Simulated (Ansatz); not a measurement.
CdSe: response to strain

Consider CdSe in the wurtzite structure (space group P6_3mc, No. 186).

```
CELL_PARAMETERS angstrom
      4.33999     0.00000     0.00000
     -2.17000     3.75854     0.00000
      0.00000     0.00000     7.07803
ATOMIC_POSITIONS crystal
  Cd 0.66667 0.33333 0.00056
  Cd 0.33333 0.66667 0.50056
  Se 0.66667 0.33333 0.62464
  Se 0.33333 0.66667 0.12464
```

Cartesian axes are those of the cell as printed.

Strains are applied to the cell and any free atomic positions relax; under biaxial strain the out-of-plane vector relaxes too.

Method: r2SCAN (Ansatz, a program for electronic structure), without spin-orbit coupling.

Notes on the quantities. pressure: mean of the normal stresses, compression positive.

| case | pressure | volume per atom | electron mass |
|---|---|---|---|
| base | 0.00 GPa | 28.86 Å³ | 0.093 mₑ along c, 0.10 mₑ across (at Γ) |
| biaxial strain −4.42 %, plane normal [001], relaxed out of plane | 2.59 GPa | 27.43 Å³ | 0.088 mₑ out of plane, 0.10 mₑ in plane (at Γ) |
| biaxial strain −2.15 %, plane normal [001], relaxed out of plane | 1.22 GPa | 28.18 Å³ | 0.092 mₑ out of plane, 0.10 mₑ in plane (at Γ) |
| biaxial strain −0.81 %, plane normal [001], relaxed out of plane | 0.47 GPa | 28.60 Å³ | 0.093 mₑ out of plane, 0.10 mₑ in plane (at Γ) |
| biaxial strain +0.68 %, plane normal [001], relaxed out of plane | -0.37 GPa | 29.08 Å³ | 0.093 mₑ out of plane, 0.099 mₑ in plane (at Γ) |
| biaxial strain +3.38 %, plane normal [001], relaxed out of plane | -1.73 GPa | 29.90 Å³ | 0.090 mₑ out of plane, 0.096 mₑ in plane (at Γ) |
| isotropic strain +0.76 % | -1.11 GPa | 29.53 Å³ | 0.091 mₑ along c, 0.097 mₑ across (at Γ) |
| uniaxial strain ε_xx = −1.12 % | 0.59 GPa | 28.54 Å³ | 0.094 mₑ along z, 0.10 mₑ across (at Γ) |
| uniaxial strain ε_zz = −2.25 % | 1.23 GPa | 28.21 Å³ | 0.097 mₑ along z, 0.10 mₑ across (at Γ) |
| tensor shear ε_yz = +1.83 % | -0.01 GPa | 28.85 Å³ | 0.093 mₑ along z, 0.100 mₑ across (at Γ) |

The levels and masses belong to the bands next to the band gap. Effective masses come from finite differences of ±0.01 Å⁻¹. No phonon test of stability was made.
